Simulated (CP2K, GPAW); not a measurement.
A CP2K input for a self-consistent single point of NaMgF₃ (Pm-3m, 5 atoms in the cell) (DFT PBEsol, GPW, DZVP-MOLOPT-SR-GTH basis, GTH-PBE potentials (GTH_POTENTIALS)):

```
&GLOBAL
  PROJECT calc
  RUN_TYPE ENERGY_FORCE
  PRINT_LEVEL LOW
&END GLOBAL
&FORCE_EVAL
  METHOD Quickstep
  STRESS_TENSOR ANALYTICAL
  &DFT
    BASIS_SET_FILE_NAME BASIS_MOLOPT
    POTENTIAL_FILE_NAME GTH_POTENTIALS
    &QS
      METHOD GPW
      EPS_DEFAULT 1E-10
    &END QS
    &MGRID
      CUTOFF 1000
      REL_CUTOFF 40
      NGRIDS 5
    &END MGRID
    &SCF
      SCF_GUESS ATOMIC
      EPS_SCF 1E-6
      MAX_SCF 100
      ADDED_MOS 8
      &DIAGONALIZATION
        ALGORITHM STANDARD
      &END DIAGONALIZATION
      &MIXING
        METHOD BROYDEN_MIXING
        ALPHA 0.4
        NBUFFER 8
        BETA 1
      &END MIXING
    &END SCF
    &KPOINTS
      SCHEME MONKHORST-PACK 8 8 8
      GAMMA_CENTERED T
    &END KPOINTS
    &XC
      &XC_FUNCTIONAL
        &PBE
          PARAMETRIZATION PBESOL
        &END PBE
      &END XC_FUNCTIONAL
    &END XC
    &PRINT
      &MO
        EIGENVALUES T
        OCCUPATION_NUMBERS T
        NDIGITS 8
        FILENAME mo
        &EACH
          QS_SCF 0
        &END EACH
        ADD_LAST NUMERIC
      &END MO
      &MULLIKEN OFF
      &END MULLIKEN
    &END PRINT
  &END DFT
  &SUBSYS
    &CELL
      A 3.93958000 0.00000000 0.00000000
      B 0.00000000 3.93958000 0.00000000
      C 0.00000000 0.00000000 3.93958000
      PERIODIC XYZ
    &END CELL
    &COORD
      SCALED
      Na       0.00000000     0.00000000     0.00000000
      Mg       0.50000000     0.50000000     0.50000000
      F        0.50000000     0.50000000     0.00000000
      F        0.00000000     0.50000000     0.50000000
      F        0.50000000     0.00000000     0.50000000
    &END COORD
    &KIND Na
      BASIS_SET DZVP-MOLOPT-SR-GTH-q9
      POTENTIAL GTH-PBE-q9
    &END KIND
    &KIND Mg
      BASIS_SET DZVP-MOLOPT-SR-GTH-q10
      POTENTIAL GTH-PBE-q10
    &END KIND
    &KIND F
      BASIS_SET DZVP-MOLOPT-SR-GTH-q7
      POTENTIAL GTH-PBE-q7
    &END KIND
  &END SUBSYS
  &PRINT
    &FORCES ON
    &END FORCES
    &STRESS_TENSOR ON
    &END STRESS_TENSOR
  &END PRINT
&END FORCE_EVAL
```

### Question
Give the GPAW input for the same structure, mesh, smearing and functional.

### Answer
This is the input that was run; spellings and numerical settings could be chosen otherwise.

```python
from ase import Atoms
from ase.units import GPa
from gpaw import GPAW, PW

atoms = Atoms(['Na', 'Mg', 'F', 'F', 'F'],
              cell=[[3.939580, 0.000000, 0.000000],
                    [0.000000, 3.939580, 0.000000],
                    [0.000000, 0.000000, 3.939580]],
              positions=[[0.000000, 0.000000, 0.000000],
                         [1.969790, 1.969790, 1.969790],
                         [1.969790, 1.969790, 0.000000],
                         [0.000000, 1.969790, 1.969790],
                         [1.969790, 0.000000, 1.969790]],
              pbc=True)

calc = GPAW(mode=PW(900),
            xc='PBEsol',
            kpts={'size': (8, 8, 8), 'gamma': True},
            occupations={'name': 'fixed-uniform'},
            nbands=-8,
            convergence={'forces': 0.001, 'bands': -6},
            symmetry={'symmorphic': False, 'tolerance': 0.0005},
            maxiter=120)

atoms.calc = calc

energy = atoms.get_potential_energy()
print('Energy (eV):', round(energy, 6))
forces = atoms.get_forces()
print('Forces (eV/Ang):')
print(forces.round(5))
stress = atoms.get_stress()
print('Stress (GPa, Voigt):', (stress / GPa).round(4))
```

Basis, cutoffs, solver keys and any potentials are the target program's own. This input uses DFT PBEsol, plane waves, GPAW PAW datasets PBEsol (made by gpaw-setup). Both were run: largest force 0.019 eV/Å in CP2K and 0.000 in GPAW; gap on the mesh 5.855 eV in CP2K and 5.872 in GPAW.

On GPAW: the starting cell comes from a database of computed structures (which also holds hypothetical and non-ambient phases and stackings), without a prior relaxation at this level. Its lattice was rescaled by a random factor within 2.5 % of one. For this run, on top of that: lattice scaled by 0.98.

On CP2K: the starting cell comes from a database of computed structures (which also holds hypothetical and non-ambient phases and stackings), without a prior relaxation at this level. Its lattice was rescaled by a random factor within 2.5 % of one. For this run, on top of that: lattice scaled by 0.98. Values carry the incompleteness of an atom-centred basis. The potentials were made for another functional than the one used.
